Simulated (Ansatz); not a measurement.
An Ansatz (a program for electronic structure) run: Ir with a change (isotropic strain −1.50 %); PBEsol in Ansatz (plane waves to 420 eV, PAW, no SOC).

Input:

Ansatz 0.2 input:
```yaml
crystal:
  lattice:
    - [0, 1.8868151893, 1.8868151893]
    - [1.8868151893, 0, 1.8868151893]
    - [1.8868151893, 1.8868151893, 0]
  atoms:
    - { symbol: Ir, position: [0, 0, 0] }
basis: { ecutwfc: 420, ecutrho_ratio: 4, xc_grid: 2, fft_grid_basis: typed }
kpoints: { mp_grid: { grid: [29, 29, 29] } }
hamiltonian:
  xc: pbesol
  dispersion: none
  pseudopotentials: { kind: paw }
scf: { occupations: { method: fermi_dirac, width: 0.1 }, convergence: { dr2_threshold: 0.0000000001 } }
relax: { f_tol: 0.005, max_steps: 50 }
output: { forces: true, stress: true }
checkpoint: { write: state.ck, write_every: 1000 }
```

Output:

```
Relaxation: its limit of steps is 50 (relax.max_steps)
WARN ansatz: RAYON_NUM_THREADS=1 ignored (pool sized by the plan → 1); use --threads N
Pseudopotentials: kind: paw
Pseudopotential: Ir, paw, valence charge 17
Functional definition: PBEsol
Crystal: 1 atoms, lattice volume = 13.434 Å³
Basis set: ecut = 420 eV, 259 PW (Γ), exchange–correlation on 36×36×36 points (8 copies of the dense FFT grid, shifted against one another)
Bands: 13, of which v1, the nominal top of the filled ones, is band 9 counted from 1 (8 counted from 0)
Symmetry: 48 space group operations
Space group: Fm-3m (ITA 225), of the structure as read, at distance tolerance 2.4e-5 Å
k-points: 680 of 24389
PAW frozen core: Ir, regenerated for the run's functional, and the local potential with it
Initial density: superposition of atomic densities (neutral atoms: chi_scale 0, normalization atom), corrected by the library's trained network
Initial wavefunctions: pseudopotential atomic-orbital guess
Eigensolver: davidson
Functional: x = pbesol(κ = 0.804, μ = 0.12345679012345678), c = pbesol(β = 0.046)
SCF iter   1: F=—  HF=-11799.013631 eV  |F-HF|=—  |Δ(HF+E_count)|=         —  Δρ=5.82e-3  dr2=1.52e-3  ethr=1.77e-3  ⟨swp⟩=5.0  Hψ=44321  notcnv=0
all-band conjugate gradients solve this SCF's bands
preconditioner: auto → none
SCF iter   2: F=—  HF=-11799.013222 eV  |F-HF|=—  |Δ(HF+E_count)|=   4.09e-4  Δρ=2.54e-3  dr2=1.41e-4  ethr=8.93e-6  ⟨swp⟩=2.3  Hψ=18335  notcnv=0
SCF iter   3: F=—  HF=-11799.013318 eV  |F-HF|=—  |Δ(HF+E_count)|=   9.59e-5  Δρ=8.92e-4  dr2=1.66e-5  ethr=8.28e-7  ⟨swp⟩=1.0  Hψ=8841  notcnv=0
SCF iter   4: F=—  HF=-11799.013335 eV  |F-HF|=—  |Δ(HF+E_count)|=   1.76e-5  Δρ=5.04e-5  dr2=8.08e-8  ethr=9.74e-8  ⟨swp⟩=1.5  Hψ=10278  notcnv=0
SCF iter   5: F=—  HF=-11799.013335 eV  |F-HF|=—  |Δ(HF+E_count)|=   8.05e-7  Δρ=5.03e-6  dr2=3.00e-9  ethr=4.76e-10  ⟨swp⟩=2.1  Hψ=13064  notcnv=0
SCF iter   6: F=-11799.013335 eV  HF=-11799.013335 eV  |F-HF|=5.46e-12  |Δ(HF+E_count)|=   1.03e-9  Δρ=6.28e-7  dr2=2.24e-11  ethr=1.00e-12  ⟨swp⟩=3.0  Hψ=34413  notcnv=0
SCF 1 converged in 6 iterations: F = -11799.013335 eV  dr2 = 2.24e-11
relax step   1: F+E_penalty+E_count = -11799.01333456 eV  Δ(F+E_penalty+E_count) = +0.000e0 eV  max|allowed force component| = 0.000e0 eV/Å  Δτ_max = 0.0000 Å  (6 SCF iters, accepted)
SCF converged after 6 iterations
Free energy (F): -11799.013335 eV
Harris-Foulkes:  -11799.013335 eV  (|F-HF|=5.46e-12)
Internal energy: -11798.986425 eV  (E = F + TS)
E sigma→0 (E₀):  -11798.999880 eV
Entropy (-TS):   -0.026910 eV (-26.910 meV/atom)
Fermi energy:    27.355667 eV
--- Per-component energies (eV) ---
  E_band       = -60.396617
  E_kinetic    = 625.799727
  E_local      = -1006.665759  (includes V_loc(G=0)·N_el)
  E_nonlocal   = 76.006992
  E_hartree    = 390.172763
  E_xc         = -267.546042
  E_vxc        = -301.080363  (∫ρ·V_xc dr)
  E_paw        = -9088.964186  (= ΣΔE_a)
  E_vpaw       = -234.802951  (= ΣTr[D̂ρ^β])
  E_aug_tail   = 0.000056  (compensation charges beyond the density's cutoff)
  E_ewald      = -2528.055260
  E_core_change = 0.265285  (= ΣΔE_core)
  E_smearing   = -0.026910  (= −TS)
  E_closure    = 0.000000  (closes the sum)
  Σ components = -11799.013335   (vs F -11799.013335, Δ=0.00e0)
  [band-id]    e_kinetic+e_local+e_nonlocal+2·e_hartree+e_vxc+e_vpaw+e_augmentation_tail = -60.396773   (vs E_band -60.396617, Δ=-1.56e-4)
--- Forces (eV/Å), atoms counted from 1 ---
  atom   1  Ir     0.00000000     0.00000000     0.00000000
  max |Σ_I F_I| component: 3.29e-32 eV/Å
--- Stress (GPa, compression-positive) ---
       19.586414       0.000000       0.000000
        0.000000      19.586414       0.000000
       -0.000000      -0.000000      19.586414
  P = ⅓ Tr σ = 19.5864 GPa (195.864 kbar)
  The stress holds the Pulay correction. Without it, at fixed plane waves, as pw.x and ABINIT print it: P = 19.5061 GPa
  The stress includes an estimate of the error left by incomplete SCF convergence (largest component 0.0008 GPa).
--- Band table ---
  band table: none
--- Relaxed structure (1 steps of the walk, 1 accepted, 0 SCFs on fresh bases) ---
  F+E_penalty+E_count = -11799.01333456 eV   max|allowed force component| = 0.000e0 eV/Å
  atoms:
    - { symbol: Ir, position: [0.0, 0.0, 0.0] }
```

Whether these cells are dynamically stable was not tested. All final runs are without spin polarisation. The cell was made from Ir in the fcc (Cu type) structure (space group Fm-3m, No. 225) by this change: isotropic strain −1.50 %.
